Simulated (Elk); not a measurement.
Input and output of a self-consistent single point for RbTl₃ (Fm-3m, 4 atoms in the cell) (Elk).

Level of theory: LDA (PW92), all-electron FP-LAPW, Elk's shipped species files, default APW+lo basis run with Elk.

The change in words: lattice scaled by 0.98. Reference geometry:
```yaml
crystal:
  lattice:
    - [0.00000, 4.18059, 4.18059]
    - [4.18059, 0.00000, 4.18059]
    - [4.18059, 4.18059, 0.00000]
  atoms:
    - { symbol: Rb, position: [0.00000, 0.00000, 0.00000] }
    - { symbol: Tl, position: [0.25000, 0.25000, 0.25000] }
    - { symbol: Tl, position: [0.75000, 0.75000, 0.75000] }
    - { symbol: Tl, position: [0.50000, 0.50000, 0.50000] }
```

Reference input (self-consistent single point, DFT, LDA (PW92), all-electron FP-LAPW, Elk's shipped species files, default APW+lo basis): xctype = 3; rgkmax = 7; stype = 0; swidth = 0.00367493 Ha; ngridk = 7 7 7. This run's input differs from it in these lines:

```diff
@@ -16,5 +16,5 @@
 avec
-    0.0000000000    7.9001682496    7.9001682496
-    7.9001682496    0.0000000000    7.9001682496
-    7.9001682496    7.9001682496    0.0000000000
+    0.0000000000    7.7421644689    7.7421644689
+    7.7421644689    0.0000000000    7.7421644689
+    7.7421644689    7.7421644689    0.0000000000
```

Output (repeated stretches shortened):

```
│ Self-consistent loop started │
│ Loop number : 1 │
 total energy                :     -63806.3266652
│ Loop number : 2 │
 total energy                :     -63806.7766808
RMS change in Kohn-Sham potential (target) :   0.9599887878E-01 (  0.1000000000E-05)
Absolute change in total energy (target)   :   0.4500156151     (  0.1000000000E-03)
│ Loop number : 3 │
 total energy                :     -63808.8064546
RMS change in Kohn-Sham potential (target) :   0.8109824878E-01 (  0.1000000000E-05)
Absolute change in total energy (target)   :    2.142277664     (  0.1000000000E-03)
│ Loop number : 4 │
   [... lines left out ...]
Absolute change in total energy (target)   :   0.1044994322E-02 (  0.1000000000E-03)
│ Loop number : 13 │
 total energy                :     -63810.5799898
RMS change in Kohn-Sham potential (target) :   0.1095247095E-06 (  0.1000000000E-05)
Absolute change in total energy (target)   :   0.1113253384E-03 (  0.1000000000E-03)
│ Loop number : 14 │
 total energy                :     -63810.5800048
RMS change in Kohn-Sham potential (target) :   0.3824584555E-07 (  0.1000000000E-05)
Absolute change in total energy (target)   :   0.1278061973E-04 (  0.1000000000E-03)
Convergence targets achieved

│ Loop number : 15 │

Energies :
 Fermi                       :     0.137939379843
 total energy                :     -63810.5800134

Density of states at Fermi energy :    45.57669648
 (states/Hartree/unit cell)

Estimated indirect band gap :   0.5891378873E-02
 from k-point      1 to k-point      8
Estimated direct band gap   :   0.1122340137E-01
 at k-point     18

Charges :
 core                        :    214.0000000
 valence                     :    66.00000000
 interstitial                :    5.975338039
 muffin-tins (core leakage)
  species :    1 (Rb)
   atom    1                 :    35.42020053     (  0.9313483739E-04)
  species :    2 (Tl)
   atom    1                 :    79.53718931     (  0.3666403263E-04)
   atom    2                 :    79.53718931     (  0.3666403263E-04)
   atom    3                 :    79.53008280     (  0.3660146447E-04)
 total in muffin-tins        :    274.0246620
 total calculated charge     :    280.0001277
 total charge                :    280.0000000
 error                       :   0.1277209946E-03

│ Self-consistent loop stopped │
```

The run converged in 15 iterations. The count includes the last loop, which Elk runs after its targets are met. Against the reference run the total energy drops by 48.7 meV/atom.

The starting cell comes from a database of computed structures (which also holds hypothetical and non-ambient phases and stackings), without a prior relaxation at this level. Its lattice was rescaled by a random factor within 2.5 % of one. For this run, on top of that: lattice scaled by 0.98. Spin-orbit coupling is off. Values depend on the basis (sphere radii, cutoffs, local orbitals), which need not be converged. The log's line on a gap gives a spacing of levels on this mesh, which the program prints for metals too.
